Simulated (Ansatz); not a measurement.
What 3 layers does to GaAs

Base system: GaAs in the zinc blende structure (space group F-43m, No. 216; a = 5.667 Å). Axes: x, y, z lie along the cube axes.

Now apply this change: a free-standing slab of 3 layers (6 atoms, 2 a layer) is cut normal to [110], with 15 Å of vacuum and the in-plane cell held at bulk.

Level of theory: r2SCAN (Ansatz, a quantum-chemistry and plane-wave program; PAW; 500 eV plane waves; no SOC). Settings: 8×6×1 k-points, 0.05 eV Fermi–Dirac smearing, for the changed cell.

The layer's space group (with vacuum) amounts to Pmm2 (No. 25) and the band gap shrinks by 0.44 eV (0.96 eV → 0.52 eV). The gap character comes out as indirect, Γ → X and the smallest direct gap rises by 0.19 eV, from 0.96 eV to 1.15 eV. The valence-band top at Γ (three highest levels, from the VBM) goes from 0.00, 0.00, 0.00 eV to 0.00, -0.87, -0.92 eV and the excess energy per area of both faces (slab less bulk energy over the cell's area: twice a surface energy) comes out as 1.52 J/m². The thickness between the outermost nuclei is 4.47 Å and the change of the spacing d12 from its bulk value of 2.003 Å amounts to -3.4 %.

Cost of the whole job for the changed cell (relaxation, final SCF and bands): very roughly 12 core-minutes.

Slab and bulk use different k-meshes, which limits the precision of the excess energy. Stability against distortions was not tested. k-point labels follow each cell's own Brillouin zone.
